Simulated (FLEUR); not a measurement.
Worked example: self-consistent single point of Ni3Pb2Se2 (R-3m, 7 atoms in the cell) in FLEUR.

Method of the run: PBEsol, all-electron FLAPW (FLEUR), scalar-relativistic valence.

The change in words: lattice scaled by 0.98. Reference geometry:
```
Ni3(PbSe)2
1.0
    2.85635     1.64911     4.84348
   -2.85635     1.64911     4.84348
    0.00000    -3.29823     4.84348
Ni Pb Se
3 2 2
Direct
  0.00000   0.00000   0.50000
  0.50000   0.00000   0.00000
  0.00000   0.50000   0.00000
  0.00000   0.00000   0.00000
  0.50000   0.50000   0.50000
  0.72264   0.72264   0.72264
  0.27736   0.27736   0.27736
```

Reference input (self-consistent single point, DFT, PBEsol, all-electron FLAPW (FLEUR), scalar-relativistic valence): Kmax = 4 1/bohr; GmaxXC = 12 1/bohr; xcFunctional = PBEs; jspins = 1; l_soc = F; mode = gauss; fermiSmearingEnergy = 0.00367493 Htr; mesh (inpgen div1-3) = 4 4 4; inpgen gamma flag = true; Gmax = 12 1/bohr; numbands = 0; maxIterBroyd = 40. This run's input differs from it in these lines:

```diff
@@ -3,5 +3,5 @@
 &input film=f /
-2.8563499064 1.6491141624 4.8434830766
--2.8563499064 1.6491141624 4.8434830766
--0.0000000000 -3.2982289997 4.8434828468
+2.7992228679 1.6161320763 4.7466130000
+-2.7992228679 1.6161320763 4.7466130000
+0.0000000000 -3.2322641526 4.7466130000
 1.8897261246
@@ -49,5 +49,5 @@
          <bravaisMatrix>
-            <row-1>    5.3977190391228449     3.1163741151351272     9.1528565039090033</row-1>
-            <row-2>   -5.3977190391228449     3.1163741151351272     9.1528565039090033</row-2>
-            <row-3>    0.0000000000000000    -6.2327495056464155     9.1528560696499390</row-3>
+            <row-1>    5.2897645820483650     3.0540470053881501     8.9697985894659791</row-1>
+            <row-2>   -5.2897645820483650     3.0540470053881501     8.9697985894659791</row-2>
+            <row-3>    0.0000000000000000    -6.1080940107763002     8.9697985894659791</row-3>
          </bravaisMatrix>
```

The program printed (abridged):

```
 Iteration:     1   Distance:      26.31830250 me/bohr^3
 Iteration:     2   Distance:      17.75041783 me/bohr^3
 Iteration:     3   Distance:      10.41713954 me/bohr^3
 Iteration:     4   Distance:      16.13580582 me/bohr^3
 Iteration:     5   Distance:       7.52961485 me/bohr^3
   [... 13 lines left out ...]
 Iteration:    19   Distance:       0.00007540 me/bohr^3
 Iteration:    20   Distance:       0.00017103 me/bohr^3
 Iteration:    21   Distance:       0.00001636 me/bohr^3
 Iteration:    22   Distance:       0.00000327 me/bohr^3
 Reset of history
 Run finished successfully
 Stop message:
   Structural relaxation: new displacements generated

[file out, last iteration]
             iter=     23
[...]
          total density-effective poten   -8.9609153167E+04
          total charge density-energy d   -1.1292014066E+03
 Updated energy parameters for spin:           1
[...]
 fermi energy and band-weighting factors:
   [... 8 lines left out ...]

[...]
FERMIE:
          first approx. to ef    (T=0)  :   0.330820 htr   (energy of the highest occ. eigenvalue)
          number of occ. states  (T=0)  :        706
          first approx. to seigv (T=0)  : -61.180994 htr
          sum of weights of occ. states :  54.062500
          sum of semicore charge        :   0.000000 e
          fermi energy=   0.33158 har   work function=  -9.02269 ev
   [... lines left out ...]
          total moment                 =     0.00000
 Direct bandgap for spin            1 :    5.2569418418748071E-003  Htr
 ---->    free energy=                    -51261.9671091461 htr
   [... lines left out ...]
 TOTAL FORCE FOR ATOM TYPE=  2  X=  0.000   Y=  0.000   Z=  0.000
                       FX_TOT= 0.000000 FY_TOT= 0.000000 FZ_TOT= 0.000000
 TOTAL FORCE FOR ATOM TYPE=  3  X=  0.000   Y=  0.000   Z= 13.455
                       FX_TOT= 0.000000 FY_TOT= 0.000000 FZ_TOT= 0.000000
 TOTAL FORCE FOR ATOM TYPE=  4  X=  0.000   Y=  0.000   Z= -7.464
                       FX_TOT= 0.000000 FY_TOT= 0.000000 FZ_TOT=-0.028564
```

The run converged in 22 iterations. FLEUR gives forces in its relaxation mode, with a further iteration, so its stop message speaks of a relaxation. 

The starting cell comes from a database of computed structures (which also holds hypothetical and non-ambient phases and stackings), without a prior relaxation at this level. For this run, on top of that: lattice scaled by 0.98. Spin-orbit coupling is off. Spin polarisation is off, so a magnetic state, if there is one, cannot be reached. Values depend on the basis (sphere radii, cutoffs, local orbitals), which need not be converged. The log's line on a gap gives a spacing of levels on this mesh, which the program prints for metals too.

These are the values that this program gave, and no reference: the default basis lacks the next d shell.

Cost on one core of a shared machine: roughly 5 min.
